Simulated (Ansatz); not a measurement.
## Cohesive energy of fluorite PtAl₂ at several levels of theory

No measured value is used here.

| level (code) | value (eV/atom) | cell (Å³/atom) |
|---|---|---|
| LDA (Ansatz) | 5.95 | 16.71 |
| PBE (Ansatz) | 5.02 | 17.52 |
| PBE-D4 (Ansatz) | 5.45 | 17.02 |
| r²SCAN+rVV10 (Ansatz) | 5.46 | 17.04 |
| B3LYP (VWN-RPA form) (Ansatz) | 4.22 | 17.62 |
| Hartree–Fock (Ansatz) | 2.57 | 17.74 |

Free atoms are spin-polarised, in the lowest state found; at levels without +SOC their spin–orbit coupling is left out.  Density-functional levels without +SOC have no spin–orbit coupling, which shifts binding energies of heavy elements. PBE, PBE-D4, B3LYP (VWN-RPA form), Hartree–Fock: the free atom's electronic state is in doubt. Each level is taken at its own relaxed cell. Cutoffs and k meshes differ between the levels. Ansatz's density-functional and Hartree–Fock values are scalar-relativistic unless marked +SOC, with PAW data made under PBE.

Ansatz is an electronic-structure program.
